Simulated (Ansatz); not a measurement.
The starting structures come from a database of crystals and need not be the phases stable at ambient conditions.

The decay constant κ of evanescent states in the gap governs leakage through a thin film.

Data:

```
Cs2GaLi3O4
1.0
    5.09121     0.00000     0.00000
    0.00000    12.01804     0.00000
    2.54561    -6.00902     5.06417
Cs Li Ga O
4 6 2 8
Cartesian
  3.87655   0.00000   3.77241
  3.76027   6.00902   1.29177
  1.33094   0.00000   1.29177
  6.30587   6.00902   3.77241
  2.54561   3.00451   2.43354
  5.09121   3.00451   2.63064
  5.09121  -3.00451   2.63064
  2.54561   9.01353   2.43354
  2.54561   3.00451   0.00000
  2.54561   9.01353   0.00000
  0.00000   9.01353   0.00000
  0.00000   3.00451   0.00000
  3.72758  -3.89613   3.87420
  3.90923   9.90515   1.18998
  3.90923   2.11289   1.18998
  3.72758   3.89613   3.87420
  1.18198   3.89613   1.18998
  6.45484   2.11289   3.87420
  6.45484  -2.11289   3.87420
  1.18198   8.12191   1.18998
```

Space group of this cell: Ibam. The cell is taken as given; by r2SCAN its mean pressure is -2.8 GPa.

Transport runs along the normal of the first two printed cell vectors.

The gap is the functional's own. No spin-orbit coupling. Mid-gap values are interpolated on the energy grid.

Problem. Give the band gap and the smallest decay constant κ at mid-gap that Ansatz (a first-principles code) with r2SCAN yields.

Solution. Gap 4.36 eV on a 8×8×8 mesh; κ = 0.372 1/Å, at the zone centre.
